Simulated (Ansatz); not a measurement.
Consider MoSe2 in the 2H-MoS2 type structure (space group P6_3/mmc, No. 194; a = 3.228 Å, c = 12.347 Å; layered, stacked along the Cartesian z axis). Axes: x lies along a and z along c of the hexagonal cell.

Calculations: PBEsol-D3(BJ)/PAW in Ansatz (an electronic-structure program), no spin-orbit coupling.

One thing is altered: uniaxial strain ε_zz = +4.87 %, all other strain components held at zero, atoms relaxed at fixed cell.

Problem. Predict the stress tensor and what it implies for the stiffness.

Solution. Stress of the strained cell less that of the base (GPa, compression positive):
```
  -0.64    0.00    0.00
   0.00   -0.64    0.00
   0.00    0.00   -3.21
```

Then −Δσ_ii/ε with ε = 0.0487 gives secant stiffness values (nonlinear terms included at this strain): C33 ≈ 66 GPa, C13 ≈ 13 GPa and C23 ≈ 13 GPa.

As a check, the harmonic strain energy −½ V₀ Δσ:ε is 9.1 meV/atom; the computed energy rise is 11 meV/atom.

Whether these cells are dynamically stable was not tested.
